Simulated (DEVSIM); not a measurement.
Device: Schottky contact on n-type GaN, at 250 K.

```
layer (left to right)  material  thickness (μm)  Nd (cm⁻³)  τn (s)  τp (s)
---------------------  --------  --------------  ---------  ------  ------
1                           GaN            3.10     3.6e16  3.7e-8  3.7e-8
```

Left contact: Schottky, work function 5.44 eV, emission velocity 1.7e6 cm/s. Right contact: ohmic. Voltage is applied to the left contact. Recombination: SRH at mid-gap, Auger. Mobility is μmin + (μ − μmin)/(1 + (N/Nref)^α).

The device is made up for the run: typed textbook-type constants, with dimensions and the other settings drawn at random. Values at 300 K; Nc and Nv go as T^1.5, mobilities as T to minus their exponent, the gap by Varshni's rule with the affinity fixed.

```tsv
parameter	GaN
gap (eV)	3.43
affinity (eV)	4.1
permittivity	9.5
Nc (cm⁻³)	2.3e18
Nv (cm⁻³)	4.6e19
μn (cm²/Vs)	1200
μp (cm²/Vs)	100
μn,min	55
μp,min	3
Nref,n	2e17
Nref,p	3e17
αn	1
αp	2
T exponent of μn	1.5
T exponent of μp	2
Cn (cm⁶/s)	1e-30
Cp (cm⁶/s)	1e-30
Varshni α (eV/K)	0.00091
Varshni β (K)	830
```

DEVSIM, 1D drift-diffusion, Boltzmann statistics, complete ionisation; no tunnelling, impact ionisation, image-force lowering or self-heating. Metal contacts follow the ideal Schottky-Mott rule: no Fermi-level pinning, no interface dipoles.

Base results: largest field in the device at zero bias (V/cm) 130000; potential step across the device at zero bias (V) 1.256; dark forward voltage at 1 A/cm² (V) 1.059; dark forward voltage at 100 A/cm² (V) 1.164.

**Question.** What follows from this one change: metal work function 5.44 → 5.49 eV?

**Answer.** largest field in the device at zero bias little changed (130000 V/cm); potential step across the device at zero bias 1.256 → 1.306 V; dark forward voltage at 1 A/cm² 1.059 → 1.109 V; dark forward voltage at 100 A/cm² 1.164 → 1.214 V.

**Question.** What follows from this one change: temperature 250 → 450 K?

**Answer.** largest field in the device at zero bias little changed (120000 V/cm); potential step across the device at zero bias 1.256 → 1.155 V; dark forward voltage at 1 A/cm² 1.059 → 0.801 V; dark forward voltage at 100 A/cm² 1.164 → 0.991 V.
